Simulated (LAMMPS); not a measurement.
Pressure dependence of Ag (fcc) at 740 K, from the crystal.

Method: classical MD, pair style meam, file library.meam (library.meam-Ag) (LAMMPS).

| P (GPa) | state | volume | coordination number |
|---|---|---|---|
| 0 | crystal; no diffusion seen in 30 ps | 17.2374 ± 0.0004 Å³/atom | 12.0 (counted to 3.50 Å) |
| 2 | crystal; no diffusion seen in 30 ps | 16.8881 ± 0.0005 Å³/atom | 12.0 (counted to 3.46 Å) |
| 5 | crystal; no diffusion seen in 30 ps | 16.4292 ± 0.0003 Å³/atom | 12.0 (counted to 3.42 Å) |

Caution: the potential MEAM library.meam-Ag is a first-neighbour MEAM set with a 4 Å cutoff, used here without a parameter file and away from the static properties it was fitted to.

Caution (rows 2; 5): a run this short can hold a crystal over, or a liquid under, the potential's own melting point, which these runs don't give.

Estimate the isothermal bulk modulus at zero pressure. A parabola P(ln V) through the three points gives −dP/d ln V = 93 GPa at zero pressure.

States go by the mean squared displacement: a species diffuses where it passes 1.5 Å², still rises and gives D over 1e-6 cm²/s; a crystal has left its structure where atoms lie 0.35 Å off their sites on average or a cubic box changes its shape by 3 %, or the axial ratios of another lie 8 % off the starting cell's, which the potential's own relaxation can also do.

The ± values are statistical; the model's systematic error is not in them.
